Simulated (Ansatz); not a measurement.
The structure below was relaxed with PBE-D3(BJ) (Ansatz, a quantum-chemistry and plane-wave program; PAW; 420 eV plane waves; no spin-orbit coupling), earlier PAW set, at pressure 9 GPa.

Space group P6₃/mmc (No. 194); a = 3.0794 Å, b = 3.0794 Å, c = 11.3205 Å, α = 90.00°, β = 90.00°, γ = 120.00°

```csv
atom,site,symmetry,x,y,z
Mo,2c,-6m2,0.3333,0.6667,0.2500
S,4f,3m.,0.6667,0.3333,0.1112
```

Question: Write out a cell with all atoms.

Answer: 
```xyz
6
Lattice="3.0794 0.0000 0.0000 -1.5397 2.6669 0.0000 0.0000 0.0000 11.3205" Properties=species:S:1:pos:R:3 pbc="T T T"
Mo     0.0000     1.7779     2.8301
Mo     1.5397     0.8890     8.4903
S      0.0000     1.7779     6.9189
S      1.5397     0.8890     1.2587
S      1.5397     0.8890     4.4015
S      0.0000     1.7779    10.0618
```
This is the conventional cell.

Load acts through the strain it causes; cell and atoms are relaxed under it. Whether these cells are dynamically stable was not tested. Competing high-pressure phases were not computed. The cell was made from MoS₂ in the 2H-MoS2 type structure (space group P6_3/mmc, No. 194; layered, stacked along the Cartesian z axis) by this change: pressure 9 GPa.
